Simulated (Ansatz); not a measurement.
Take a 16-atom supercell of ZnS in the zinc blende structure (space group F-43m, No. 216) at its relaxed geometry as the base.

```xyz
16
Lattice="0.0000 5.4435 5.4435 5.4435 0.0000 5.4435 5.4435 5.4435 0.0000" Properties=species:S:1:pos:R:3 pbc="T T T"
S      4.0826     4.0826     4.0826
S      6.8044     6.8044     4.0826
S      6.8044     4.0826     6.8044
S      9.5261     6.8044     6.8044
S      4.0826     6.8044     6.8044
S      6.8044     9.5261     6.8044
S      6.8044     6.8044     9.5261
S      9.5261     9.5261     9.5261
Zn     0.0000     0.0000     0.0000
Zn     2.7217     2.7217     0.0000
Zn     2.7217     0.0000     2.7217
Zn     5.4435     2.7217     2.7217
Zn     0.0000     2.7217     2.7217
Zn     2.7217     5.4435     2.7217
Zn     2.7217     2.7217     5.4435
Zn     5.4435     5.4435     5.4435
```

All numbers come from PBE in Ansatz (plane waves to 420 eV, PAW, scalar-relativistic without spin-orbit coupling), earlier PAW set.

One neutral defect a cell, atoms relaxed at fixed cell.

One change was made to it. Results:

The largest displacement of a host atom from its site in the perfect cell amounts to 0.01 Å; the pressure goes from zero to 0.6 GPa.

Q: Which of these changes matches the shifts?
A. Ge on a Zn site
B. Se on a S site
C. S vacancy
D. H interstitial (started 2.36 Å from the nearest host atom)

A: D, H interstitial (started 2.36 Å from the nearest host atom). For comparison, the pressure in the other runs: S vacancy gives -1.0 GPa; Se on a S site gives 1.4 GPa; Ge on a Zn site gives 3.4 GPa.

The magnetic state is the one reached from the starting moments; the real material's order can differ, and small cells can't hold many antiferromagnetic ones. In so small a cell the defect repeats every few ångströms: this is an ordered compound, not a dilute defect. A case with no gap was solved on a k-mesh chosen for an insulator, which is coarse for it. Starting moments died away, wholly or in part, for S vacancy, Se on a S site and Ge on a Zn site; another magnetic solution may exist.

Ansatz is a first-principles code.
